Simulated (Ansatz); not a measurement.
Start from AlN (space group P4_2/mnm, No. 136; a = 5.294 Å, c = 3.109 Å; a hypothetical phase, not in the database extracts checked). Axes: x, y, z lie along a, b, c of the conventional cell.

Method: PBEsol/PAW in Ansatz (a quantum-chemistry and plane-wave program), scalar-relativistic without spin-orbit coupling.

Strains are applied to the cell and any free atomic positions relax.

One change was made to it. Results:

The smallest direct gap rises by 0.02 eV, from 3.76 eV to 3.78 eV; the electron mass changes from 0.34 mₑ along c, 0.32 mₑ across (at Γ) to 0.35 mₑ along z, 0.32 mₑ across (at Γ).

### Question
What was done to the base?
A) isotropic strain +2.23 %
B) strain tensor (xx, yy, zz, yz, xz, xy) = (−0.19, +0.30, −0.30, −0.03, −0.01, −0.91) %
C) isotropic strain −0.93 %

### Answer
B, strain tensor (xx, yy, zz, yz, xz, xy) = (−0.19, +0.30, −0.30, −0.03, −0.01, −0.91) %. For comparison, the electron mass in the other runs: isotropic strain +2.23 % gives 0.30 mₑ along c, 0.28 mₑ across (at Γ); isotropic strain −0.93 % gives 0.37 mₑ along c, 0.34 mₑ across (at Γ).

Masses are band curvatures over ±0.01 Å⁻¹ around the edge. Whether these cells are dynamically stable was not tested.
